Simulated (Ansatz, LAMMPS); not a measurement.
Si well of 20 atomic layers along [001] in random Si0.8Ge0.2, Ge share that oscillates in the well. Cell 16.58 × 16.58 × 60.43 Å, Si688Ge104, 792 atoms. Prepared with Tersoff's 1989 multicomponent potential (SiCGe.tersoff) (LAMMPS): minimisation. 

Basis: localised support functions (accuracy medium) on a full density matrix. k-points: zone centre alone; occupations: Fermi-Dirac, 0.010 eV; spin polarisation not allowed. No spin-orbit coupling.

Question: Predict the gap and bonding from PBE, support functions at accuracy medium on the grid of 370 eV in Ansatz (an electronic-structure program).

Answer: 
- Kohn-Sham gap of the cell on its k-mesh = 0.50 eV
- weight of the highest filled level on the well = 0.42
- weight of the lowest empty level on the well = 0.93
- coordination (neighbours within 2.850 Å) = 100.0 % 4-fold
- Ge-Ge bonds, mean ± spread = 2.466 ± 0.006 Å
- Ge-Si bonds, mean ± spread = 2.421 ± 0.005 Å
- Si-Si bonds, mean ± spread = 2.378 ± 0.005 Å
- bond angles, mean ± spread = 109.5° ± 0.9°
- pressure = -0.67 GPa
